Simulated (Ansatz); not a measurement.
System: B (model structure, started from the C4 type, I4₁32, No. 214, 4 atoms in the cell). Method: LDA (Ansatz, an electronic-structure program, PAW).

Run with plane-wave cutoff 520 eV, 10×10×10 k mesh, Fermi–Dirac smearing 0.01 eV, scalar-relativistic PAW data made under PBE.

Cell (relaxed at this level):

```cif
data_B4
_chemical_formula_sum 'B4'
_space_group_name_H-M_alt 'P 1'
_space_group_IT_number 1
_cell_length_a 3.97744
_cell_length_b 3.97744
_cell_length_c 3.97744
_cell_angle_alpha 109.471
_cell_angle_beta 109.471
_cell_angle_gamma 109.471
loop_
_space_group_symop_operation_xyz
  'x, y, z'
loop_
_atom_site_label
_atom_site_type_symbol
_atom_site_fract_x
_atom_site_fract_y
_atom_site_fract_z
_atom_site_occupancy
B1 B 0.00000 0.25000 0.50000 1
B2 B 0.25000 0.50000 0.00000 1
B3 B 0.50000 0.00000 0.25000 1
B4 B 0.25000 0.25000 0.25000 1
```

Task: Predict the band gap, smallest direct gap on the k points sampled and Γ–Γ gap.

Result: 
band gap: 1.41 eV (indirect)
smallest direct gap on the k points sampled: 2.66 eV
Γ–Γ gap: 3.13 eV

Note: the relaxation could raise the start's symmetry but not lower it, so the cell can be a saddle point.

A model structure was made by putting elements into a prototype or built by hand; it is no filed structure, need not be a known phase, and can be a saddle point held by its symmetry.
